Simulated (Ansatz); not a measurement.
Ansatz (a quantum-chemistry and plane-wave program), DFT, PBE, plane waves, its default PAW files: unreconstructed Ge(100) slab of 4 layers, 1x1, atoms displaced, unrelaxed, 4 atoms. Basis and mesh were picked for this test and aren't claimed converged.

| Property | Result |
|---|---|
| cell | 4.00, 4.00, 24.24 Å; 90, 90, 90° |
| distance to the nearest atom | 2.40 to 2.41 Å |
| task | single point |
| k mesh | 6×6×1 |
| hamiltonian.xc | pbe |
| kind of files | paw |
| scf.occupations.method | fermi_dirac |
| scf.occupations.width | 0.1 eV |
| output.forces | true |
| binding of workers (--pin) | off |
| k-point pools (--kpoint-pools) | 1 |
| memory maximum (--max-ram) | 8GiB |
| accuracy | medium (default) |
| basis.precision | auto (default) |
| basis.xc_grid | 2 (default) |
| scf.eigensolver.kind | auto (default) |
| scf.convergence.dr2_threshold | 1e-07 (default) |
| scf.lower_state_search | light (default) |
| k-points after symmetry | 20 |
| bands at the start | 32 |
| electrons | 56 |
| plane waves at Γ | 7593 |
| cutoff (eV) | 420 |
| FFT grid | 27×27×180 |
| symmetry operations | 1 |

Settings of this run: scf.mixing.algorithm = broyden, scf.mixing.preconditioner = kerker, scf.algorithm = auto; 4 threads.

| iteration | dr2 (eV) | Hψ |
|---|---|---|
| 1 | 4.12e-2 | 2624 |
| 2 | 1.53e-2 | 800 |
| 3 | 1.22e-3 | 772 |
| 4 | 5.08e-4 | 1215 |
| 5 | 1.71e-4 | 719 |
| 6 | 1.08e-4 | 1179 |
| 7 | 8.77e-5 | 681 |
| 8 | 8.00e-5 | 649 |
| 9 | 7.04e-5 | 686 |
| 10 | 6.37e-5 | 640 |
| 11 | 5.06e-5 | 668 |
| 12 | 3.72e-5 | 681 |
| 13 | 1.64e-5 | 751 |
| 14 | 1.03e-5 | 700 |
| 15 | 3.62e-6 | 777 |
| 16 | 1.48e-6 | 783 |
| 17 | 9.48e-7 | 746 |
| 18 | 7.13e-7 | 720 |
| 19 | 4.68e-7 | 757 |
| 20 | 3.48e-7 | 734 |
| 21 | 2.10e-7 | 749 |
| 22 | 1.05e-7 | 732 |
| 23 | 7.14e-8 | 1688 |

It converged after 23 SCF iterations.

Which change of one setting makes this cycle converge in far fewer steps?

This is not unique; one that fits is scf.mixing.preconditioner = auto (default) (7 SCF iterations) or scf.mixing.preconditioner = none (8 SCF iterations) or scf.mixing.q_tf = 0.5 1/Å (10 SCF iterations), all else kept. The other changes of this size gave: scf.mixing.q_tf = 1.5 1/Å (18); scf.mixing.algorithm = auto (default) (22). In that run the program took: scf.mixing.preconditioner LDOS, scf.eigensolver.kind band_cg, --slots 4. The first change moves the result by: energy under 0.001 meV/atom, forces (largest component) 0.034 meV/Å. Counts are of single runs.

Keys are those of Ansatz 0.2.
